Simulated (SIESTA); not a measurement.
Worked example: self-consistent single point of LiZn (Fd-3m, 4 atoms in the cell) in SIESTA.

Method: GGA PBEsol, numerical atomic orbitals DZP, PseudoDojo PBEsol standard norm-conserving potentials (rewritten from UPF to PSML) run with SIESTA.

```
CELL_PARAMETERS angstrom
      0.00000     3.03182     3.03182
      3.03182     0.00000     3.03182
      3.03182     3.03182     0.00000
ATOMIC_POSITIONS crystal
  Li 0.25000 0.25000 0.25000
  Li 0.00000 0.00000 0.00000
  Zn 0.75000 0.75000 0.75000
  Zn 0.50000 0.50000 0.50000
```

Reference input (self-consistent single point, DFT, GGA PBEsol, numerical atomic orbitals DZP, PseudoDojo PBEsol standard norm-conserving potentials (rewritten from UPF to PSML)): XC.functional = GGA; XC.authors = PBEsol; potentials = PseudoDojo PBEsol standard; PAO.BasisSize = DZP; PAO.EnergyShift = 0.01 Ry; MeshCutoff = 300 Ry; kgrid.MonkhorstPack = 8 8 8; OccupationFunction = MP; OccupationMPOrder = 0; ElectronicTemperature = 0.05 eV; PAO.Polarization.NonPerturbative = true; MaxSCFIterations = 150. This run's input differs from it in these lines:

```diff
@@ -31,5 +31,5 @@
 %block kgrid.MonkhorstPack
-    8   0   0  0.0
-    0   8   0  0.0
-    0   0   8  0.0
+    6   0   0  0.0
+    0   6   0  0.0
+    0   0   6  0.0
 %endblock kgrid.MonkhorstPack
```

Log, with long lists cut:

```
        iscf     Eharris(eV)        E_KS(eV)     FreeEng(eV)     dDmax    Ef(eV) dHmax(eV)
   scf:    1   -11504.542600   -11677.301468   -11677.307143  2.763580 -1.250688 47.707822
   scf:    2   -11788.136971   -11753.954863   -11753.959367  2.051719 -3.659977  7.328432
   scf:    3   -11755.725921   -11754.961094   -11754.967446  0.119826 -3.813741  3.221832
   scf:    4   -11754.464486   -11754.951553   -11754.959013  0.165227 -4.137898  3.112170
   scf:    5   -11755.298901   -11755.154574   -11755.162911  0.065826 -4.102245  0.934980
   scf:    6   -11755.177316   -11755.174837   -11755.183177  0.034224 -4.088211  0.219796
   scf:    7   -11755.176522   -11755.175983   -11755.184335  0.007490 -4.090585  0.003439
   scf:    8   -11755.175971   -11755.175978   -11755.184329  0.000479 -4.090310  0.017128
   scf:    9   -11755.175988   -11755.175985   -11755.184336  0.000602 -4.090686  0.000987
mix: Pulay -- inversion failed, > SVD [rank/size] 4 / 7
   scf:   10   -11755.175985   -11755.175985   -11755.184336  0.000009 -4.090695  0.000725
SCF Convergence by DM+H criterion
max |DM_out - DM_in|         :     0.0000090481
max |H_out - H_in|      (eV) :     0.0007245278
SCF cycle converged after 10 iterations

Using DM_out to compute the final energy and forces

siesta: E_KS(eV) =           -11755.1760

siesta: E_KS - E_eggbox =    -11755.1760

siesta: Atomic forces (eV/Ang):
     1    0.000046    0.000046    0.000046
     2   -0.000046   -0.000046   -0.000046
     3   -0.000338   -0.000338   -0.000338
     4    0.000338    0.000338    0.000338
   Tot   -0.000000    0.000000    0.000000
   Max    0.000338
   Res    0.000241    sqrt( Sum f_i^2 / 3N )
   Max    0.000338    constrained

Stress tensor Voigt[x,y,z,yz,xz,xy] (kbar):       52.10       52.10       52.10       -0.96       -0.96       -0.96
(Free)E + p*V (eV/cell)   -11756.9967
   [... lines left out ...]
siesta: FreeEng =    -11755.184336
   [... lines left out ...]
siesta:     0.032517   -0.000598   -0.000598
siesta:    -0.000598    0.032517   -0.000598
siesta:    -0.000598   -0.000598    0.032517

siesta: Cell volume =         55.736845 Ang**3

siesta: Pressure (static):
siesta:                Solid            Molecule  Units
siesta:          -0.00035416         -0.00035407  Ry/Bohr**3
siesta:          -0.03251703         -0.03250908  eV/Ang**3
siesta:         -52.09802976        -52.08528704  kBar
```

The run converged in 10 iterations. Against the reference run the free energy rises by 12.3 meV/atom and the pressure goes from -5.44 to -5.21 GPa.

The starting cell comes from a database of computed structures (which also holds hypothetical and non-ambient phases and stackings), without a prior relaxation at this level. Values carry the incompleteness of an atom-centred basis. With a pressure of about -5 GPa the cell is away from its equilibrium volume at this level.
